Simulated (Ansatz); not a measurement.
Input and output of a self-consistent single point for BiSb (R3m, 2 atoms in the cell) (Ansatz, a quantum-chemistry and plane-wave program).

Computed with PBEsol, harder PAW files (source: ansatz) made with PBE (plane waves; Ansatz).

The change in words: lattice scaled by 0.98; basis.ecutwfc: 420 eV → 1000 eV; hamiltonian.pseudopotentials: {kind: paw} (the program's default PAW files) → {kind: paw, source: ansatz}. Reference geometry:
```yaml
crystal:
  lattice:
    - [2.21516, 1.27893, 3.95527]
    - [-2.21516, 1.27893, 3.95527]
    - [0.00000, -2.55785, 3.95527]
  atoms:
    - { symbol: Sb, position: [0.77224, 0.77224, 0.77224] }
    - { symbol: Bi, position: [0.23196, 0.23196, 0.23196] }
```

Reference input (self-consistent single point, DFT, PBEsol, plane waves, default PAW files made with PBE): basis.ecutwfc = 420 eV; kpoints.mp_grid.grid = 7 7 7; hamiltonian.xc = pbesol; hamiltonian.pseudopotentials = {kind: paw} (the program's default PAW files); scf.occupations.method = fermi_dirac; scf.occupations.width = 0.1 eV. This run's input differs from it in these lines:

Ansatz 0.2 input:
```diff
@@ -3,5 +3,5 @@
   lattice:
-    - [2.215164, 1.278925, 3.955274]
-    - [-2.215164, 1.278925, 3.955274]
-    - [0.000000, -2.557850, 3.955274]
+    - [2.170861, 1.253347, 3.876169]
+    - [-2.170861, 1.253347, 3.876169]
+    - [0.000000, -2.506693, 3.876169]
   atoms:
@@ -10,3 +10,3 @@
 basis:
-  ecutwfc: 420.0 eV
+  ecutwfc: 1000.0 eV
 kpoints:
@@ -15,3 +15,3 @@
   xc: pbesol
-  pseudopotentials: { kind: paw }
+  pseudopotentials: { kind: paw, source: ansatz }
 scf:
```

Output, abridged:

```
SCF iter   1: F=—  HF=-25099.745087 eV  |F-HF|=—  |Δ(HF+E_count)|=         —  Δρ=1.57e-2  dr2=1.41e-1  ethr=3.10e-3  ⟨swp⟩=6.3  Hψ=5268  notcnv=0
all-band conjugate gradients solve this SCF's bands
preconditioner: auto → none
SCF iter   2: F=—  HF=-25099.718056 eV  |F-HF|=—  |Δ(HF+E_count)|=   2.70e-2  Δρ=7.05e-3  dr2=2.39e-2  ethr=3.20e-4  ⟨swp⟩=2.1  Hψ=2009  notcnv=0
SCF iter   3: F=—  HF=-25099.716130 eV  |F-HF|=—  |Δ(HF+E_count)|=   1.93e-3  Δρ=2.66e-3  dr2=7.26e-3  ethr=5.44e-5  ⟨swp⟩=3.0  Hψ=2055  notcnv=0
SCF iter   4: F=—  HF=-25099.714237 eV  |F-HF|=—  |Δ(HF+E_count)|=   1.89e-3  Δρ=4.92e-4  dr2=1.15e-4  ethr=1.65e-5  ⟨swp⟩=2.9  Hψ=1864  notcnv=0
SCF iter   5: F=—  HF=-25099.714228 eV  |F-HF|=—  |Δ(HF+E_count)|=   9.41e-6  Δρ=1.60e-4  dr2=5.59e-6  ethr=2.61e-7  ⟨swp⟩=2.0  Hψ=1751  notcnv=0
SCF iter   6: F=—  HF=-25099.714150 eV  |F-HF|=—  |Δ(HF+E_count)|=   7.80e-5  Δρ=2.50e-5  dr2=2.19e-7  ethr=1.27e-8  ⟨swp⟩=2.4  Hψ=1974  notcnv=0
SCF iter   7: F=-25099.714150 eV  HF=-25099.714150 eV  |F-HF|=6.29e-9  |Δ(HF+E_count)|=   2.85e-9  Δρ=6.33e-6  dr2=1.86e-8  ethr=2.27e-10  ⟨swp⟩=7.3  Hψ=5911  notcnv=0
SCF 1 converged in 7 iterations: F = -25099.714150 eV  dr2 = 1.86e-8
Free energy (F): -25099.714150 eV
Internal energy: -25099.708396 eV  (E = F + TS)
E sigma→0 (E₀):  -25099.711273 eV
Entropy (-TS):   -0.005754 eV (-2.877 meV/atom)
Fermi energy:    11.830890 eV
--- Forces (eV/Å), atoms counted from 1 ---
  atom   1  Sb     0.00000000    -0.00000003    -0.76982507
  atom   2  Bi     0.00000000     0.00000003     0.76981784
--- Stress (GPa, compression-positive) ---
        3.738759      -0.000000       0.000000
        0.000000       3.738759      -0.000000
        0.000000      -0.000000       2.365447
  P = ⅓ Tr σ = 3.2810 GPa (32.810 kbar)
  The stress holds the Pulay correction. Without it, at fixed plane waves, as pw.x and ABINIT print it: P = 3.2802 GPa
```

The run converged in 7 iterations. Against the reference run the pressure goes from -0.27 to 3.28 GPa and the largest force goes from 0.389 to 0.770 eV/Å.

The starting cell comes from a database of computed structures (which also holds hypothetical and non-ambient phases and stackings), without a prior relaxation at this level. Its lattice was rescaled by up to half a per cent. One atom was moved a little off its site on purpose. For this run, on top of that: lattice scaled by 0.98. Ansatz's pressure includes its estimate of the finite-basis (Pulay) stress. A gap is left out here, as mesh or smearing make it unsure.
